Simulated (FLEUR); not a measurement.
# Equation of state of rock-salt HfC (space group 225): energy against volume (FLEUR, PBE)

```
HfC
1.0
    0.00000     2.27875     2.27875
    2.27875     0.00000     2.27875
    2.27875     2.27875     0.00000
Hf C
1 1
Direct
  0.00000   0.00000   0.00000
  0.50000   0.50000   0.50000
```

Level of theory: FLEUR with PBE, all-electron FLAPW (FLEUR), scalar-relativistic valence. Settings: Kmax = 5.13 1/bohr; GmaxXC = 25.6 1/bohr; xcFunctional = pbe; jspins = 1; l_soc = F; mode = hist; fermiSmearingEnergy = 0.00183747 Htr; mesh (inpgen div1-3) = 22 22 22; inpgen gamma flag = true; Gmax = 25.6 1/bohr; numbands = 0; maxIterBroyd = 15; imix = Anderson; alpha = 0.05; precondParam = 0; minDistance = 1e-05 me/bohr^3. The cell above is the first row's. The rows scale it uniformly. In all rows fractional positions and the k mesh are held. E is the free energy at the stated smearing, counted from the lowest row.

```
V (Å^3/atom)  E (meV/atom)
------------  ------------
11.833                   ?
12.090               15.47
12.347                3.51
12.605                0.00
12.862                4.13
13.119               15.16
13.376               32.42
13.633               55.31
13.891               83.30
```

Task: Fit E against V with the third-order Birch-Murnaghan form, a cubic in V^(-2/3), and predict the withheld value at V = 11.833.

Result: With u = V^(-2/3) - 0.181, the rows have u = 0.008838, 0.006194, 0.003631, 0.001163, -0.001224, -0.003534, -0.005771, -0.007948. Least squares gives E = 8.656 - 4586.74·u + 605509·u² + 90306·u³. Residuals (row less fit): -0.007, 0.012, 0.011, -0.011, -0.017, -0.004, 0.035, -0.016; standard error 0.024 (degrees of freedom: 4). Its minimum lies at u = 0.003784, so V0 = (0.184784)^(-3/2) = 12.59. There d²E/du² = 1213000 and d³E/du³ = 541800, so B0 = (4/9) × 12.59^(-7/3) × 1213000 × 0.160218 = 234 GPa (the last factor turns the table's units into GPa), and B0' = 4 + (2/3) × 0.184784 × (541800)/1213000 = 4.1. At the withheld row, u = 0.011577, so E = 8.656 - 4586.74 × 0.011577 + 605509 × 0.011577² + 90306 × 0.011577³ = 36.850 meV/atom. The calculation gives 36.80 meV/atom, 0.050 meV/atom below the prediction (0.1 % of the range of E in the table). The row lies outside the fitted rows, so this is an extrapolation. From the scatter of the fitted rows alone, a prediction at this place has a standard error of 0.070 meV/atom, so the miss is 0.7 times that.

Carrying the step between the two nearest rows on in a straight line would have given 27.43, off by 9.37; series whose last step already gives the withheld value aren't shown. The scan was laid around a cell of about the measured size, scaled by a guess for this functional. The runs keep the symmetry of the cell, so they don't test it for distortions. Values depend on the basis (sphere radii, cutoffs, local orbitals), which need not be converged. Spin-orbit coupling is off. Cutoffs and mesh are single choices, not tested for convergence of this quantity. Series with a scatter that would blur these digits, or in which a gap closes, are not shown. Nor are scans whose minimum lies at an end fitted in this form.
